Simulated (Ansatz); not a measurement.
The parent structure is TiSi2 (space group Fddd, No. 70; a = 4.7791 Å, b = 8.2295 Å, c = 8.5206 Å). Axes: x, y, z lie along a, b, c of the conventional cell.

Computed with DFT with r2SCAN, PAW potentials and a 500 eV plane-wave cutoff in Ansatz (an electronic-structure program), no spin-orbit coupling.

Strains are applied to the cell and any free atomic positions relax; under stress the whole cell relaxes.

One change was made to it. Results:

The energy increases by 21 meV/atom; the shortest interatomic distance shrinks by 0.035 Å to 2.484 Å.

### Question
Which of these changes matches the shifts?
A. uniaxial stress, 2 GPa tension along x
B. tensor shear ε_xz = +3.30 %
C. strain tensor (xx, yy, zz, yz, xz, xy) = (+1.14, +0.24, −0.47, −1.09, +0.93, +0.52) %
D. uniaxial strain ε_zz = −0.66 %

### Answer
B, tensor shear ε_xz = +3.30 %. For comparison, the energy relative to the base in the other runs: uniaxial stress, 2 GPa tension along x gives +0.6 meV/atom; strain tensor (xx, yy, zz, yz, xz, xy) = (+1.14, +0.24, −0.47, −1.09, +0.93, +0.52) % gives +5.8 meV/atom; uniaxial strain ε_zz = −0.66 % gives +0.8 meV/atom.

Without a gap, meshes like the base's 13×13×13 leave anisotropic stresses uncertain by several tenths of a GPa, and small strain energies with them. Beyond what the load breaks, stability against distortions was not tested. All final runs are without spin polarisation.
